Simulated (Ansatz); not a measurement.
The parent structure is La$_{2}$O$_{3}$ (space group P-3m1, No. 164; a = 3.935 Å, c = 6.126 Å).

Method: Kohn–Sham DFT with the r2SCAN functional, run in Ansatz (a program for electronic structure) with PAW and 500 eV plane waves, spin-orbit coupling left out.

Base values:

* **Lattice parameter a**: 3.935 Å
* **Gap character**: indirect, L → K

The change: cell and atoms relaxed at a pressure of 2.1 GPa.

What happens to the lattice parameter a?

The lattice parameter a decreases by 0.012 Å to 3.923 Å.

Estimate the effect on the gap character.

The gap character remains indirect, L → K.

Load acts through the strain it causes; cell and atoms are relaxed under it. Whether these cells are dynamically stable was not tested.
